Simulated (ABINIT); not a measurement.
Worked example: self-consistent single point of KTl2GaF6 (Fm-3m, 10 atoms in the cell) in ABINIT.

Method of the run: PBEsol, norm-conserving pseudopotentials (PseudoDojo nc-sr-04 PBEsol standard) (plane waves; ABINIT 10.0.3).

```xyz
10
Lattice="0.0000 4.4734 4.4734 4.4734 0.0000 4.4734 4.4734 4.4734 0.0000" Properties=species:S:1:pos:R:3 pbc="T T T"
K      4.4734     4.4734     4.4734
Tl     2.2367     2.2367     2.2367
Tl     6.7100     6.7100     6.7100
Ga     0.0000     0.0000     0.0000
F      1.9272     4.4734     4.4734
F      7.0195     4.4734     4.4734
F      4.4734     1.9272     4.4734
F      4.4734     7.0195     4.4734
F      4.4734     4.4734     1.9272
F      4.4734     4.4734     7.0195
```

Reference input (self-consistent single point, DFT, PBEsol, plane waves, norm-conserving pseudopotentials (PseudoDojo nc-sr-04 PBEsol standard)): pseudos = [K.upf, Tl.upf, Ga.upf, F.upf]; ecut = 84 Ry; ixc = -116133; occopt = 1; ngkpt = 3 3 3; nshiftk = 1; shiftk = 0 0 0; potentials = PseudoDojo nc-sr-04 PBEsol standard; nband = 49; kptopt = 1; nstep = 50; toldfe = 1e-09 Ha. This run's input differs from it in these lines:

```diff
@@ -23,3 +23,3 @@
          0.7845900000    0.7845900000    0.2154100000
-ecut 84 Ry
+ecut 50 Ry
 ixc -116133
```

Output (repeated stretches shortened):

```
--- !BeginCycle
solver: {iscf: 7, nstep: 50, nline: 4, wfoptalg: 0, }
tolerances: {toldfe: 1.00E-09, }
...

     iter   Etot(hartree)      deltaE(h)  residm     vres2
 ETOT  1  -354.19583985178    -3.542E+02 2.306E-01 5.617E+04
 ETOT  2  -333.10781284376     2.109E+01 3.380E-01 2.503E+05
 ETOT  3  -368.94708070818    -3.584E+01 2.782E-01 2.187E+04
 ETOT  4  -373.99536704936    -5.048E+00 1.448E-01 5.550E+03
 ETOT  5  -374.24799017858    -2.526E-01 7.062E-02 4.846E+03
   [... 8 lines left out ...]
 ETOT 14  -374.94715308400    -4.286E-07 1.266E-04 7.128E-05
 ETOT 15  -374.94715309407    -1.007E-08 4.118E-05 1.998E-06
 ETOT 16  -374.94715309446    -3.889E-10 1.086E-04 1.370E-07
 ETOT 17  -374.94715309454    -7.952E-11 2.005E-04 1.426E-09
 At SCF step   17, etot is converged :
  for the second time, diff in etot=  7.952E-11 < toldfe=  1.000E-09

 Cartesian components of stress tensor (hartree/bohr^3)
  sigma(1 1)=  2.45137538E-03  sigma(3 2)=  0.00000000E+00
  sigma(2 2)=  2.45137538E-03  sigma(3 1)=  0.00000000E+00
  sigma(3 3)=  2.45137538E-03  sigma(2 1)=  0.00000000E+00

 ----iterations are completed or convergence reached----

 reduced coordinates (array xred) for   10 atoms
       0.500000000000      0.500000000000      0.500000000000
       0.250000000000      0.250000000000      0.250000000000
       0.750000000000      0.750000000000      0.750000000000
       0.000000000000      0.000000000000      0.000000000000
       0.784590000000      0.215410000000      0.215410000000
       0.215410000000      0.784590000000      0.784590000000
   [... lines left out ...]
 Fermi (or HOMO) energy (hartree) =  -0.01232   Average Vxc (hartree)=  -0.34828
 Fermi (or HOMO) energy (eV) =  -0.33523   Average Vxc (eV)=  -9.47709
   [... lines left out ...]
total_energy        : -3.74947153094539E+02
total_energy_eV     : -1.02028309100697E+04
band_energy         : -2.64459847922155E+01
...

-Cartesian components of stress tensor (GPa)         [Pressure= -7.2122E+01 GPa]
- sigma(1 1)=  7.21219415E+01  sigma(3 2)=  0.00000000E+00
- sigma(2 2)=  7.21219415E+01  sigma(3 1)=  0.00000000E+00
- sigma(3 3)=  7.21219415E+01  sigma(2 1)=  0.00000000E+00

 Calculation completed.
```

The run converged in 17 iterations. Against the reference run the free energy rises by 1.31 eV/atom, the pressure goes from -2.80 to -72.12 GPa, the largest force goes from 0.210 to 0.486 eV/Å and the gap on the mesh moves little (5.082 to 5.078 eV).

The starting cell comes from a database of computed structures (which also holds hypothetical and non-ambient phases and stackings), without a prior relaxation at this level. Spin-orbit coupling is off.

Cost on one core of a shared machine: roughly 3 min.
